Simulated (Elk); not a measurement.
Elk run on KP₂Rh₂ (I4/mmm, 5 atoms in the cell): self-consistent single point

Computed with LDA (PW92), all-electron FP-LAPW, Elk's shipped species files, APW+lo basis with extra local orbitals in Elk.

Input:

```
tasks
  0

xctype
  3

rgkmax
  7.5

gmaxvr
  16.0

nxlo
  2

lorbcnd
  .true.

rmtscf
  0.86

lmaxi
  2

stype
  0

swidth
  0.00499791

avec
   -3.6847958677    3.6847958677   12.4288798998
    3.6847958677   -3.6847958677   12.4288798998
    3.6847958677    3.6847958677  -12.4288798998

sppath
  './'

atoms
  3   : nspecies
  'K.in'   : spfname
  1   : natoms; atposl, bfcmt below
  0.0000000000  0.0000000000  0.0000000000    0.0 0.0 0.0
  'P.in'   : spfname
  2   : natoms; atposl, bfcmt below
  0.6536900000  0.6536900000  0.0000000000    0.0 0.0 0.0
  0.3463100000  0.3463100000  0.0000000000    0.0 0.0 0.0
  'Rh.in'   : spfname
  2   : natoms; atposl, bfcmt below
  0.2500000000  0.7500000000  0.5000000000    0.0 0.0 0.0
  0.7500000000  0.2500000000  0.5000000000    0.0 0.0 0.0

ngridk
  8 8 8
```

The program printed (abridged):

```
│ Elk code version 10.2.4 │

All units are atomic (Hartree, Bohr, etc.)

│ Ground-state run starting from atomic densities │

Lattice vectors :
  -3.684795868       3.684795868       12.42887990
   3.684795868      -3.684795868       12.42887990
   3.684795868       3.684795868      -12.42887990

Unit cell volume      :    675.0234339
Brillouin zone volume :   0.3674690403

Muffin-tin inner radius fraction :   0.1000000000E-01

Nuclei treated as point charges

Species :    1 (K)
 parameters loaded from : K.in
 name : potassium
 nuclear charge    :   -19.00000000
 electronic charge :    19.00000000
 atomic mass :    71271.84084
 muffin-tin radius :    2.064000000
 number of radial points in muffin-tin :    497
 atomic positions (lattice), magnetic fields (Cartesian) :
   1 :   0.00000000  0.00000000  0.00000000    0.00000000  0.00000000  0.00000000

Species :    2 (P)
 parameters loaded from : P.in
 name : phosphorus
 nuclear charge    :   -15.00000000
 electronic charge :    15.00000000
 atomic mass :    56461.71226
 muffin-tin radius :    1.892000000
 number of radial points in muffin-tin :    397
 atomic positions (lattice), magnetic fields (Cartesian) :
   1 :  -0.34631000 -0.34631000  0.00000000    0.00000000  0.00000000  0.00000000
   2 :   0.34631000  0.34631000  0.00000000    0.00000000  0.00000000  0.00000000

Species :    3 (Rh)
 parameters loaded from : Rh.in
 name : rhodium
 nuclear charge    :   -45.00000000
 electronic charge :    45.00000000
 atomic mass :    187585.2510
 muffin-tin radius :    2.236000000
 number of radial points in muffin-tin :    597
 atomic positions (lattice), magnetic fields (Cartesian) :
   1 :   0.25000000 -0.25000000  0.50000000    0.00000000  0.00000000  0.00000000
   2 :  -0.25000000  0.25000000  0.50000000    0.00000000  0.00000000  0.00000000

Total number of atoms per unit cell :    5

Spin treatment :
 spin-unpolarised

Number of Bravais lattice symmetries :   16
   [... lines left out ...]
 potential will be trimmed for |G| > 2 gkmax
Constant for pseudocharge density :    9
Radial integration step length :    4

G-vector grid sizes :     70    70    70
Number of G-vectors :    46759

Maximum angular momentum used for
 APW functions                      :    8
 outer part of muffin-tin           :    6
 inner part of muffin-tin           :    2

Total nuclear charge    :   -139.0000000
Total core charge       :    86.00000000
Total valence charge    :    53.00000000
Total excess charge     :    0.000000000
Total electronic charge :    139.0000000

Effective Wigner radius, rₛ :    1.050521988

Number of empty states         :   20
Total number of valence states :   47
Total number of core states    :   86

Conduction state local-orbitals added automatically
Total number of local-orbitals :  367

Exchange-correlation functional :      3     0     0
 Perdew-Wang/Ceperley-Alder, Phys. Rev. B 45, 13244 (1992)
 gradient requirement :    0
 local density approximation (LDA)

Smearing type :    0
 Gaussian
Smearing width :   0.4997910000E-02
Effective electronic temperature (K) :    1578.215154

Mixing type :    3
 Broyden mixing, J. Phys. A: Math. Gen. 17, L317 (1984)

Kohn-Sham potential initialised from atomic data
│ Self-consistent loop started │
│ Loop number : 1 │
 total energy                :     -10829.7802134
│ Loop number : 2 │
 total energy                :     -10831.0480666
RMS change in Kohn-Sham potential (target) :   0.1775808692     (  0.1000000000E-05)
Absolute change in total energy (target)   :    1.267853163     (  0.1000000000E-03)
│ Loop number : 3 │
 total energy                :     -10833.7096527
RMS change in Kohn-Sham potential (target) :   0.1526525298     (  0.1000000000E-05)
Absolute change in total energy (target)   :    2.978549423     (  0.1000000000E-03)
│ Loop number : 4 │
 total energy                :     -10837.2642577
RMS change in Kohn-Sham potential (target) :   0.1167753675     (  0.1000000000E-05)
Absolute change in total energy (target)   :    4.299242375     (  0.1000000000E-03)
│ Loop number : 5 │
 total energy                :     -10839.4739938
RMS change in Kohn-Sham potential (target) :   0.8485311885E-01 (  0.1000000000E-05)
Absolute change in total energy (target)   :    3.284546689     (  0.1000000000E-03)
   [... lines left out ...]
Absolute change in total energy (target)   :   0.3492266187E-03 (  0.1000000000E-03)
│ Loop number : 17 │
 total energy                :     -10844.1850893
RMS change in Kohn-Sham potential (target) :   0.2488686010E-05 (  0.1000000000E-05)
Absolute change in total energy (target)   :   0.9611385940E-04 (  0.1000000000E-03)
│ Loop number : 18 │
 total energy                :     -10844.1852305
RMS change in Kohn-Sham potential (target) :   0.1348503960E-05 (  0.1000000000E-05)
Absolute change in total energy (target)   :   0.1652250285E-03 (  0.1000000000E-03)
│ Loop number : 19 │
 total energy                :     -10844.1849976
RMS change in Kohn-Sham potential (target) :   0.8130022879E-06 (  0.1000000000E-05)
Absolute change in total energy (target)   :   0.1915981538E-03 (  0.1000000000E-03)
│ Loop number : 20 │
 total energy                :     -10844.1850873
RMS change in Kohn-Sham potential (target) :   0.2971988193E-06 (  0.1000000000E-05)
Absolute change in total energy (target)   :   0.4185343096E-04 (  0.1000000000E-03)
Convergence targets achieved

│ Loop number : 21 │

Energies :
 Fermi                       :     0.277557470615
 sum of eigenvalues          :     -6435.86888519
 electron kinetic            :      11251.0556444
 core electron kinetic       :      10893.8606495
 Coulomb                     :     -21750.4201257
 Coulomb potential           :     -17230.0678736
 nuclear-nuclear             :     -792.201317744
 electron-nuclear            :     -24686.3697424
 Hartree                     :      3728.15093440
 Madelung                    :     -13135.3861889
 xc potential                :     -456.856656048
 exchange                    :     -332.486481712
 correlation                 :     -12.3341563357
 total energy                :     -10844.1851193

Density of states at Fermi energy :    45.52710789
 (states/Hartree/unit cell)

Estimated indirect band gap :   0.1336545047E-02
 from k-point     15 to k-point     32
Estimated direct band gap   :   0.5422234728E-02
 at k-point     14

Charges :
 core                        :    86.00000000
 valence                     :    53.00000000
 interstitial                :    10.84903112
 muffin-tins (core leakage)
  species :    1 (K)
   atom    1                 :    17.05445069     (  0.2399057106E-05)
  species :    2 (P)
   atom    1                 :    12.44941378     (  0.1921032416E-02)
   atom    2                 :    12.44941378     (  0.1921032416E-02)
  species :    3 (Rh)
   atom    1                 :    43.09884531     (  0.3468072798E-06)
   atom    2                 :    43.09884531     (  0.3468072798E-06)
 total in muffin-tins        :    128.1509689
 total calculated charge     :    139.0016350
 total charge                :    139.0000000
 error                       :   0.1634977153E-02

│ Self-consistent loop stopped │
```

The run converged in 21 iterations. The count includes the last loop, which Elk runs after its targets are met.

The starting cell comes from a database of computed structures (which also holds hypothetical and non-ambient phases and stackings), without a prior relaxation at this level. Spin polarisation is off. Values depend on the basis (sphere radii, cutoffs, local orbitals), which need not be converged. The log's line on a gap gives a spacing of levels on this mesh, which the program prints for metals too.

Cost on one core of a shared machine: roughly 8 min.
